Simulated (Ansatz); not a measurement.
# Point defect As on the N site (As_N) in zinc-blende BN

All values below come from PBE, PAW (plane waves to 420 eV; Ansatz, a quantum-chemistry and plane-wave program). Cell: 64 sites, 2×2×2; final energies on a 2×2×2 shifted mesh. Site at the start: the N site. Energies of charged states are corrected for periodic images (point charge plus alignment at distant sites). Dielectric constants: PBE linear response of the host. Host gap at this level: 4.46 eV. These values are not converged in cell size to better than tenths of an eV. Levels are measured in PBE's own, too narrow, gap. Spin–orbit coupling is left out. Each state is the lowest found from its start.

Formation energies E_f are given with the Fermi level at the valence-band maximum. Chemical conditions: B-rich (Δμ(N) = -2.35 eV, Δμ(As) = -1.22 eV, bounded by B12As2 (R-3m); only phases computed here count, gases as isolated molecules at 0 K). Reference phases: As: rhombohedral As, N: N2 molecule in a box.

| charge | moment (μB) | largest move off a lattice site (Å) | image correction with alignment (eV) | E_f, B-rich (eV) |
|---|---|---|---|---|
| +1 | 1.0 | 0.29 | 0.80 | 8.26 |
| 0 | not spin-polarised | 0.25 | 0.00 | 8.56 |
| −1* | 1.0 | 0.27 | – | – |

* At this level the carrier isn't localised at the defect: at charge −1 electrons occupy the conduction band. Such a state is shallow or no state of the defect, and this cell gives it no level.

Transition levels above the valence-band maximum: ε(+1/0) = 0.30 eV. On the lower envelope of the bound states, inside the gap: (+1/0) at 0.30 eV.

Flagged in the runs: a doubtful potential alignment.
